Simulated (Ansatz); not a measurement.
An Ansatz (a first-principles code) input (plane-wave PAW DFT at the r2SCAN level (Ansatz, 500 eV), spin-orbit coupling left out):

Ansatz 0.2 input:
```yaml
crystal:
  lattice:
    - [4.7517940987, 0, 0]
    - [2.3758970494, 4.1151744031, 0]
    - [2.3758970494, -1.371724801, 3.7378788678]
  atoms:
    - { symbol: In, position: [0, 0, 0] }
    - { symbol: Sb, position: [0.5, 0.25, 0.75] }
basis: { ecutwfc: 500, ecutrho_ratio: 4, xc_grid: 4, fft_grid_basis: typed }
kpoints: { mp_grid: { grid: [12, 12, 12] } }
hamiltonian:
  xc: r2scan
  dispersion: none
  pseudopotentials: { kind: paw }
scf: { occupations: { method: fermi_dirac, width: 0.05 } }
relax: { f_tol: 0.005, max_steps: 50, cell: { stress_tol: 0.01, fix: [a, b, gamma] } }
output: { forces: true, stress: true }
checkpoint: { write: state.ck, write_every: 1000 }
```

Problem. Which symmetry and how many k-points will the program report, and about how many plane waves at Γ?

Solution. Space group R3m (ITA 160) with 6 operations, k-points 189 of 1728, and 1861 plane waves at Γ.

Problem. And the final pressure?

Solution. -1.41 GPa (compression positive).

The cells carry an imposed strain or load. Whether these cells are dynamically stable was not tested. The cell was made from InSb in the zinc blende structure (space group F-43m, No. 216) by this change: biaxial strain +2.50 %, plane normal [111], relaxed out of plane.
